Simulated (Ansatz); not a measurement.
Base system: MgSe in the rock salt structure (space group Fm-3m, No. 225).

```
CELL_PARAMETERS angstrom
      0.00000     2.75402     2.75402
      2.75402     0.00000     2.75402
      2.75402     2.75402     0.00000
ATOMIC_POSITIONS crystal
  Mg 0.00000 0.00000 0.00000
  Se 0.50000 0.50000 0.50000
```

Computed with Kohn–Sham DFT with the PBE functional, run in Ansatz (an electronic-structure program) with PAW and 420 eV plane waves, no spin-orbit coupling.

Strains are applied to the cell and any free atomic positions relax.

One change was made to it. Results:

The pressure grows by 6.69 GPa (0.01 GPa → 6.70 GPa); the mean gap deformation potential ΔEg/Δln V comes out as -1.7 eV; the hole mass (degenerate bands, along [100]) changes from 0.16, 0.82, 0.82 mₑ (at Γ) to 0.18, 0.74, 0.74 mₑ (at Γ).

**Question.** Which of these changes matches the shifts?
(A) isotropic strain −1.50 %
(B) isotropic strain +1.50 %
(C) isotropic strain +3.00 %
(D) isotropic strain −2.50 %
(E) isotropic strain −3.00 %

**Answer.** E, isotropic strain −3.00 %. For comparison, the pressure in the other runs: isotropic strain +1.50 % gives -2.46 GPa; isotropic strain +3.00 % gives -4.47 GPa; isotropic strain −1.50 % gives 3.03 GPa; isotropic strain −2.50 % gives 5.40 GPa.

Masses are band curvatures over ±0.01 Å⁻¹ around the edge. No phonon test of stability was made.
